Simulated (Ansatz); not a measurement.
The starting structures come from a database of crystals and need not be the phases stable at ambient conditions.

 Where the default PAW files enter, the runs use the earlier of Ansatz's two default sets.

Inside the gap of an insulator the Bloch states are evanescent, with a wavenumber k + iκ along the transport direction.

Given:

```
Zn2SSe
1.0
    3.83110     0.00000     0.00000
    0.00000     3.83110     0.00000
    0.00000     0.00000     5.41168
Zn Se S
2 1 1
Direct
  0.50000   0.00000   0.76306
  0.00000   0.50000   0.23694
  0.00000   0.00000   0.50000
  0.50000   0.50000   0.00000
```

Space group of this cell: P-4m2. The cell is strained (all lengths scaled by 0.98); by r2SCAN its mean pressure is 5.0 GPa.

Transport runs along the normal of the first two printed cell vectors, the (001) plane of the conventional cell.

No gap correction and no spin-orbit coupling; mid-gap values are interpolated between computed energies.

**Question.** State the band gap and the smallest decay constant κ at mid-gap according to r2SCAN (Ansatz, a quantum-chemistry and plane-wave program).

**Answer.** Gap 2.41 eV on a 8×8×6 mesh; κ = 0.167 1/Å, at the zone centre.
